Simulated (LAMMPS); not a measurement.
System: a free-standing liquid film of Ag with 25 % of Ag sites Au, 2352 atoms, at 1510 K.

Level of theory: classical MD, pair style eam, the elements' _u3.eam files (universal-3 set of Foiles, Baskes and Daw) (LAMMPS).

```csv
z (Å),"number density (Å⁻³), Ag","number density (Å⁻³), Au"
-30.62,0.0000,0.0000
-29.61,0.0003,0.0000
-28.61,0.0019,0.0001
-27.60,0.0068,0.0005
-26.60,0.0173,0.0018
-25.60,0.0297,0.0046
-24.59,0.0366,0.0084
-23.59,0.0389,0.0107
-22.59,0.0365,0.0124
-21.58,0.0359,0.0133
-20.58,0.0363,0.0135
-19.57,0.0355,0.0130
-18.57,0.0367,0.0131
-17.57,0.0368,0.0121
-16.56,0.0362,0.0132
-15.56,0.0354,0.0135
-14.56,0.0367,0.0129
-13.55,0.0355,0.0135
-12.55,0.0367,0.0130
-11.54,0.0371,0.0120
-10.54,0.0364,0.0119
-9.540,0.0380,0.0119
-8.530,0.0372,0.0113
-7.530,0.0379,0.0115
-6.520,0.0377,0.0116
-5.520,0.0370,0.0115
-4.520,0.0373,0.0123
-3.510,0.0368,0.0119
-2.510,0.0381,0.0118
-1.510,0.0363,0.0120
-0.5000,0.0379,0.0123
0.5000,0.0363,0.0124
1.510,0.0367,0.0128
2.510,0.0365,0.0128
3.510,0.0359,0.0133
4.520,0.0364,0.0130
5.520,0.0359,0.0134
6.520,0.0360,0.0132
7.530,0.0370,0.0123
8.530,0.0369,0.0128
9.540,0.0353,0.0133
10.54,0.0365,0.0132
11.54,0.0355,0.0132
12.55,0.0350,0.0143
13.55,0.0350,0.0146
14.56,0.0345,0.0146
15.56,0.0352,0.0141
16.56,0.0354,0.0140
17.57,0.0350,0.0135
18.57,0.0365,0.0126
19.57,0.0366,0.0130
20.58,0.0357,0.0130
21.58,0.0363,0.0132
22.59,0.0375,0.0124
23.59,0.0367,0.0108
24.59,0.0345,0.0065
25.60,0.0244,0.0032
26.60,0.0114,0.0011
27.60,0.0029,0.0002
28.61,0.0004,0.0000
29.61,0.0000,0.0000
```

Read from the full data:
- number density in the middle: 0.0492 Å⁻³
